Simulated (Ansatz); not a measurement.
InSb: energy against strain

InSb (zinc blende, F-43m, 34.628 Å³/atom at rest) under an equal strain ε in the (111) plane with the normal axis free, as in a coherent film. PBEsol in Ansatz, a plane-wave DFT program (PAW, default set), 420 eV, 12×12×12 Γ-centred mesh, Fermi-Dirac smearing 0.05 eV; ions are relaxed within the symmetry of each cell.

Here s stands for strain and y for E less E0.

| strain (%) | E less E0 (meV/atom) |
|---|---|
| -2.50 | ? |
| -1.25 | 3.07 |
| -0.83 | 1.34 |
| -0.42 | 0.34 |
| 0.00 | 0.00 |
| 0.42 | 0.33 |
| 0.83 | 1.30 |
| 1.25 | 2.92 |

Question: Using a parabola, estimate the missing y at s = -2.50 from the other rows, showing the fit.

Answer: Least squares gives y = -0.002 - 0.0463·s + 1.9181·s². Residuals (row less fit): 0.017, -0.018, -0.016, 0.002, 0.013, 0.019, -0.017; standard error 0.021 (degrees of freedom: 4). Twice the quadratic coefficient over the volume, 2 × 1.9181 meV × 10⁴ × 0.1602 / 34.628 Å³, is twice the biaxial elastic modulus of this plane = 177 ± 1.2 GPa. At the withheld row, y = -0.002 - 0.0463 × (-2.50) + 1.9181 × (-2.50)² = 12.102 meV/atom. The calculation gives 12.57 meV/atom, 0.468 meV/atom above the prediction (3.7 % of the range of y in the table). The row lies outside the fitted rows, so this is an extrapolation. From the scatter of the fitted rows alone, a prediction at this place has a standard error of 0.079 meV/atom, so the miss is 5.9 times that.

One order more, fitted to all 13 runs of the series, follows each within 0.01, so the miss is the next term of a smooth law. This level leaves no gap over 0.05 eV at strain -2.50, -1.25, -0.83, -0.42, 0.00, 0.42, 0.83, 1.25, where the mesh may be coarse. Rows are the converged runs of the series near zero and its far end; series whose fitted rows scatter by over a few per cent of the range, as at a crossing or softening among them, aren't shown in this form. Most that stay on the fit to the last digits aren't either.
